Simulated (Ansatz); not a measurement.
This Ansatz (a first-principles code) input is the reference run, Na in the bcc (W type) structure (space group Im-3m, No. 229), computed with Ansatz r2SCAN, without spin-orbit coupling:

Ansatz 0.2 input:
```yaml
crystal:
  lattice:
    - [-2.1116368982, 2.1116368982, 2.1116368982]
    - [2.1116368982, -2.1116368982, 2.1116368982]
    - [2.1116368982, 2.1116368982, -2.1116368982]
  atoms:
    - { symbol: Na, position: [0, 0, 0] }
basis: { ecutwfc: 500, ecutrho_ratio: 4, xc_grid: 4, fft_grid_basis: typed }
kpoints: { mp_grid: { grid: [16, 16, 16] } }
hamiltonian:
  xc: r2scan
  dispersion: none
  pseudopotentials: { kind: paw }
scf: { occupations: { method: fermi_dirac, width: 0.05 }, convergence: { dr2_threshold: 0.0000000001 } }
output: { forces: true, stress: true }
checkpoint: { write: state.ck, write_every: 1000 }
```

### Question
Write the input for this change: a free-standing slab of 4 layers (4 atoms, 1 a layer) is cut normal to [110], with 15 Å of vacuum and the in-plane cell held at bulk.

### Answer
Ansatz 0.2 input:
```yaml
crystal:
  lattice:
    - [3.6574623948, 0, 0]
    - [-1.2191541316, 3.4482886151, 0]
    - [0, 0, 23.9589166207]
  atoms:
    - { symbol: Na, position: [0.25, 0.25, 0.3130358571] }
    - { symbol: Na, position: [0.75, 0.75, 0.437678619] }
    - { symbol: Na, position: [1.25, 1.25, 0.562321381] }
    - { symbol: Na, position: [1.75, 1.75, 0.6869641429] }
basis: { ecutwfc: 500, ecutrho_ratio: 4, xc_grid: 4, fft_grid_basis: typed }
kpoints: { mp_grid: { grid: [14, 14, 1] } }
hamiltonian:
  xc: r2scan
  dispersion: none
  pseudopotentials: { kind: paw }
scf: { occupations: { method: fermi_dirac, width: 0.05 }, convergence: { dr2_threshold: 0.0000000004 } }
relax: { f_tol: 0.01, max_steps: 50 }
output: { forces: true, stress: true }
checkpoint: { write: state.ck, write_every: 1000 }
```
This is the input that was run; other choices of cell and start would serve too.

No phonon test of stability was made.
